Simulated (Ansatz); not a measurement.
**NbAs, pressure series**

Base system: NbAs (space group I4_1md, No. 109; a = 3.474 Å, c = 11.749 Å).

Cell and atoms are relaxed at each pressure.

All numbers come from PBE in Ansatz (plane waves to 420 eV, PAW, without spin-orbit coupling).

```csv
change,shortest interatomic distance,density
base,2.631 Å,7.86 g/cm³
pressure −2 GPa,2.642 Å,7.76 g/cm³
pressure −1 GPa,2.636 Å,7.81 g/cm³
pressure 0.3 GPa,2.629 Å,7.88 g/cm³
pressure 0.7 GPa,2.627 Å,(withheld)
pressure 1.5 GPa,2.623 Å,7.94 g/cm³
pressure 3 GPa,2.616 Å,8.01 g/cm³
pressure 5 GPa,(withheld),8.10 g/cm³
pressure 7.5 GPa,2.595 Å,8.21 g/cm³
pressure 10 GPa,(withheld),8.31 g/cm³
```

Q: Fill in the withheld entries from the trend.

A: 
- pressure 0.7 GPa, density: 7.90 g/cm³
- pressure 5 GPa, shortest interatomic distance: 2.606 Å
- pressure 10 GPa, shortest interatomic distance: 2.584 Å

Load acts through the strain it causes; cell and atoms are relaxed under it. No phonon test of stability was made. No other phases were tried under pressure. The final runs are not spin-polarised.

Ansatz is an electronic-structure program.
